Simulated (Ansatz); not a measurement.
Consider interstitial Cu in diamond, charge state +1. The step: a direct jump of one Cu atom; the atom moves 1.55 Å along (-0.25, -0.25, 0.25) of the unit cell; the moving atom starts with neighbours 4 C at 1.74, 6 C at 1.92 Å and ends with 4 C at 1.74, 6 C at 1.92 Å. A PBE band in Ansatz (plane-wave PAW, the Γ point alone, 216 host sites, 32 SCF runs with any check of the saddle's order, static, no finite-size correction) gives a forward barrier of 0.41 eV. The saddle point's order was not checked, and it lies on a symmetry element of the cell, where a band can be held. The host's phase is taken as given; its stability against other phases was not computed. The charge state is imposed; whether it is stable for some Fermi level was not computed. Sites that were not tried may lie lower.

Single points at the band's start and saddle point can refine it. Rough cost of one point, in units of the band's mean SCF on the same machine:

| Level | Cost of one point |
|---|---|
| PBE, a 2×2×2 k-point mesh shifted by half a step | about 8 |
| r2SCAN at 500 eV, the Γ point alone | about 3 |
| HSE06, Γ point alone | about 20 |

Q: Which of these move the barrier by more than 0.1 eV, and how far does each move it?

A: Not one does. PBE, a 2×2×2 k-point mesh shifted by half a step: -0.05 eV; r2SCAN at 500 eV, the Γ point alone: -0.02 eV; HSE06, Γ point alone: +0.08 eV. Each functional is compared with PBE at the same k-points.

Ansatz is a program for electronic structure.
